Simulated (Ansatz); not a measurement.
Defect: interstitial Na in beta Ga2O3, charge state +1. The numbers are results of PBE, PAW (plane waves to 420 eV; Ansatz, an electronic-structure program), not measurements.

Cell of 120 host sites held at the relaxed PBE lattice; the Γ point alone; Fermi-Dirac width 0.01 eV, spin-restricted; finite-size errors left in. No zero-point or tunnelling terms. The charge state is imposed; whether it is stable for some Fermi level was not computed. Sites that were not tried may lie lower.

Barriers: single points on a 2×2×2 k-point mesh shifted by half a step at the bands' geometries.

Relaxed starting cell (atoms counted from 1):

```xyz
121
Lattice="12.4550 0.0000 0.0000 0.0000 9.2503 0.0000 -2.7827 0.0000 11.4204" Properties=species:S:1:pos:R:3 pbc="T T T"
Ga     0.0088    -0.0014     4.5543
Ga    -1.3702    -0.0014    10.2541
Ga     0.0690     3.1123     4.5631
Ga    -1.3925     3.0809    10.2264
Ga     0.0690     6.1351     4.5631
Ga    -1.3925     6.1667    10.2263
Ga     4.8186     1.5409     1.1838
Ga     3.4056     1.5591     6.8741
Ga     4.8452     4.6237     1.2090
Ga     3.3907     4.6238     6.8701
Ga     4.8186     7.7066     1.1839
Ga     3.4055     7.6884     6.8740
Ga     1.5168     1.5412     1.7765
Ga     0.2049     1.5593     7.5297
Ga     1.5245     4.6238     1.7483
Ga     0.1663     4.6237     7.5375
Ga     1.5168     7.7063     1.7765
Ga     0.2049     7.6881     7.5297
Ga     3.2327    -0.0014     3.8987
Ga     1.9217    -0.0014     9.6500
Ga     3.2274     3.1057     3.8912
Ga     1.9236     3.0918     9.6584
Ga     3.2274     6.1419     3.8912
Ga     1.9236     6.1557     9.6585
O      1.8782    -0.0014     0.6220
O      0.4768    -0.0015     6.3507
O      1.8529     3.0768     0.5999
O      0.5415     3.0966     6.3539
O      1.8528     6.1707     0.5999
O      0.5414     6.1508     6.3539
O      2.9460     1.5530     5.0760
O      1.5838     1.5431    10.8116
O      2.8642     4.6238     5.0863
O      1.6020     4.6237    10.8356
O      2.9459     7.6946     5.0760
O      1.5838     7.7043    10.8116
O      1.3639    -0.0014     3.2133
O      0.0060    -0.0014     8.9565
O      1.3684     3.0952     3.1927
O      0.0105     3.0970     8.9616
O      1.3684     6.1523     3.1927
O      0.0105     6.1504     8.9616
O      3.4392     1.5494     2.4763
O      2.0779     1.5449     8.2186
O      3.4284     4.6238     2.4571
O      2.0795     4.6237     8.2321
O      3.4392     7.6981     2.4763
O      2.0779     7.7025     8.2186
O      5.8167    -0.0014     1.4951
O      4.3589    -0.0014     7.1947
O      5.8405     3.0721     1.5107
O      4.4076     3.0967     7.1687
O      5.8406     6.1753     1.5107
O      4.4077     6.1509     7.1686
O     -0.8853     1.5838     4.1896
O     -2.3871     1.5306     9.9401
O     -0.9694     4.6237     4.2613
O     -2.3994     4.6238     9.9302
O     -0.8853     7.6636     4.1894
O     -2.3871     7.7169     9.9400
Ga     6.0395     1.6224     4.4678
Ga     4.8532     1.5393    10.2981
Ga     6.2581     4.6238     4.5391
Ga     4.8619     4.6237    10.2589
Ga     6.0397     7.6252     4.4679
Ga     4.8532     7.7081    10.2981
Ga    11.0323    -0.0013     1.1303
Ga     9.8836    -0.0015     7.0119
Ga    11.0461     3.0807     1.1467
Ga     9.6768     3.0904     6.8973
Ga    11.0460     6.1669     1.1467
Ga     9.6768     6.1569     6.8973
Ga     7.7453    -0.0014     1.8653
Ga     6.2362    -0.0014     7.6137
Ga     7.7782     3.0855     1.8061
Ga     6.3445     3.0886     7.4926
Ga     7.7782     6.1619     1.8060
Ga     6.3445     6.1590     7.4927
Ga     9.6629     1.5755     3.8803
Ga     8.1382     1.5430     9.5974
Ga     9.5492     4.6237     3.9505
Ga     8.1177     4.6238     9.6192
Ga     9.6628     7.6719     3.8805
Ga     8.1382     7.7045     9.5974
O      8.1124     1.5310     0.6772
O      6.5609     1.5448     6.2952
O      8.1257     4.6237     0.6385
O      6.7229     4.6238     6.3226
O      8.1124     7.7164     0.6772
O      6.5612     7.7028     6.2952
O      9.6935    -0.0015     5.1231
O      7.7720    -0.0014    10.7517
O      9.2224     3.0598     5.0982
O      7.7660     3.0772    10.7765
O      9.2224     6.1875     5.0982
O      7.7660     6.1703    10.7766
O      7.5991     1.4871     3.3482
O      6.1985     1.5271     8.9394
O      7.6312     4.6238     3.2489
O      6.2112     4.6237     8.9206
O      7.5992     7.7606     3.3483
O      6.1985     7.7203     8.9394
O      9.6965    -0.0013     2.4973
O      8.2986    -0.0014     8.0912
O      9.6877     3.0722     2.4906
O      8.2711     3.0627     8.1666
O      9.6877     6.1753     2.4906
O      8.2711     6.1847     8.1666
O     12.0306     1.5344     1.4276
O     10.7315     1.6010     7.2501
O     12.0271     4.6238     1.4527
O     10.6756     4.6236     7.1869
O     12.0306     7.7132     1.4276
O     10.7315     7.6463     7.2501
O      5.1728    -0.0014     4.2233
O      3.8670    -0.0014     9.9852
O      5.1565     3.1697     4.2062
O      3.8720     3.0788     9.9796
O      5.1565     6.0780     4.2062
O      3.8720     6.1686     9.9796
Na     7.7128    -0.0011     5.3523
```
Cell charge +1.

End state 1 differs by these moves (Å; atoms that move under 0.08 Å are left out):

| atom | element | Δx | Δy | Δz |
|---|---|---|---|---|
| 52 | O | -0.08 | 0.03 | 0.07 |
| 59 | O | -0.08 | 0.03 | 0.07 |
| 61 | Ga | -0.03 | -0.08 | -0.05 |
| 65 | Ga | 0.18 | 0.08 | 0.06 |
| 68 | Ga | -0.03 | -0.08 | -0.05 |
| 70 | Ga | 0.18 | 0.08 | 0.06 |
| 76 | Ga | -0.11 | 0.03 | 0.06 |
| 83 | Ga | -0.11 | 0.03 | 0.06 |
| 86 | O | -0.36 | 0.00 | 0.01 |
| 90 | O | 0.11 | 0.03 | 0.04 |
| 91 | O | -0.36 | 0.00 | 0.01 |
| 93 | O | 0.11 | 0.03 | 0.04 |
| 101 | O | 0.03 | -0.03 | -0.09 |
| 106 | O | 0.03 | -0.03 | -0.09 |
| 112 | O | 0.07 | 0.09 | 0.04 |
| 119 | O | 0.07 | 0.09 | 0.04 |
| 121 | Na | 0.47 | 1.54 | 0.72 |

**Question.** What is the computed forward and backward barriers to end state 1 (PBE, PAW)?

**Answer.** forward 0.28 eV, backward 0.28 eV; at the saddle point atom 121 has neighbours 2 Ga at 2.53; 2 O at 2.01, 2 O at 2.49, 2 O at 2.60 Å. The saddle point's order was not checked, and it lies on a symmetry element of the cell, where a band can be held.

End state 2 differs by these moves (Å; atoms that move under 0.15 Å are left out):

```
atom  element     Δx     Δy     Δz
----  -------  -----  -----  -----
8          Ga  -0.38  -0.02   0.14
14         Ga  -0.20  -0.02   0.05
33          O   0.16  -0.02   0.00
44          O  -0.21   0.00   0.15
61         Ga   0.61  -0.08  -0.07
65         Ga   0.22   0.10   0.03
68         Ga  -0.28  -0.01  -0.18
73         Ga   0.10  -0.01  -0.17
74         Ga   0.13  -0.01  -0.08
85          O   0.04   0.01  -0.15
86          O   0.29   0.00   0.00
91          O  -0.52   0.03  -0.10
97          O   0.20   0.05  -0.31
101         O   0.04  -0.05  -0.15
110         O  -0.15  -0.06  -0.09
114         O  -0.10   0.07  -0.10
115         O   0.20   0.09  -0.02
117         O   0.21  -0.17   0.00
121        Na  -2.88   1.54   0.35
```

**Question.** Give the forward and backward barriers to end state 2 at the level PBE, PAW.

**Answer.** forward 2.67 eV, backward 1.57 eV; at the saddle point atom 121 has neighbours Ga at 2.33, Ga at 2.40, Ga at 2.46; O at 2.02, O at 2.03, O at 2.04, O at 2.05 Å. The saddle point's order was not checked.
